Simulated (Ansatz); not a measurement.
Ansatz (an electronic-structure program) is run on LaBi (P6_3/mmc, 4 atoms in the cell), and the run fails. The aim is a self-consistent single point with DFT, LDA (PW92), plane waves, default PAW files made with PBE.

Cell that was meant: a = 5.1439 Å, b = 5.1439 Å, c = 7.1694 Å, α = 90.00°, β = 90.00°, γ = 120.00°.

Part of the input:

Ansatz 0.2 input:
```yaml
  xc: lda
  pseudopotentials: { kind: paw }
scf:
  self_checks: low
output:
  forces: true
  eigenvalues: true
```

Output (repeated stretches shortened):

```
Error: YAML parse error: `scf.occupations.method` is required: fixed only where the cell keeps a band gap throughout the run, explicit beside scf.occupations.values (under evaluate: without them), else a smearing such as fermi_dirac (scf.occupations.width is optional; its entry in the input reference gives the default)
```

Task: Read the log: what does the program object to, and what is the fix?

Result: The fault is no occupation method given. This program has no default for the filling of the bands. To fix it, state the occupation method. The program stopped before any SCF iteration.

An input that runs soundly differs in these lines (not the only fix; some lines may just follow from the change or write a value another way):
```diff
+  occupations: { method: cold, width: 0.05 }
```

With that input, the run converged in 6 iterations: free energy E − TS (on the zero of these files) -36326.4946 eV; Fermi level (on the code's own zero) 7.83 eV; pressure -4.95 GPa (DFT, LDA (PW92), plane waves, default PAW files made with PBE).

On the sound input: the starting cell was generated: these elements placed on a structure prototype, without a prior relaxation; it need not be a known phase or ordering of this composition. Spin-orbit coupling is off. With a pressure of about -5 GPa the cell is away from its equilibrium volume at this level. Ansatz's pressure includes its estimate of the finite-basis (Pulay) stress.
